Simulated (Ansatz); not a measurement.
We consider GaN (I4mm, No. 107, 2 atoms in the cell; start mp-2646978; a measured phase of this formula has another space group), described by PBE0 (Ansatz, a quantum-chemistry and plane-wave program, PAW).

Numerical settings: plane-wave cutoff 460 eV, 12×12×12 k mesh, Fermi–Dirac smearing 0.01 eV, scalar-relativistic PAW data made under PBE.

Cell (relaxed with PBEsol):

```xyz
2
Lattice="-1.4274 1.4274 2.4678 1.4274 -1.4274 2.4678 1.4274 1.4274 -2.4678" Properties=species:S:1:pos:R:3 pbc="T T T"
Ga     0.0000     0.0000     3.7322
N      0.0000     0.0000     1.7709
```

### Question
Predict the band gap and smallest direct gap on the k points sampled.

### Answer

band gap: 2.14 eV (indirect)
smallest direct gap on the k points sampled: 3.90 eV

Note: cell and atoms aren't relaxed at this level (pressure -1.4 GPa).

Spin–orbit coupling is not included.

Computed values are for the static lattice.

Cost on a shared machine: roughly 3 core-minutes.

A start named mp-… is a Materials Project structure, which need not be a measured phase.
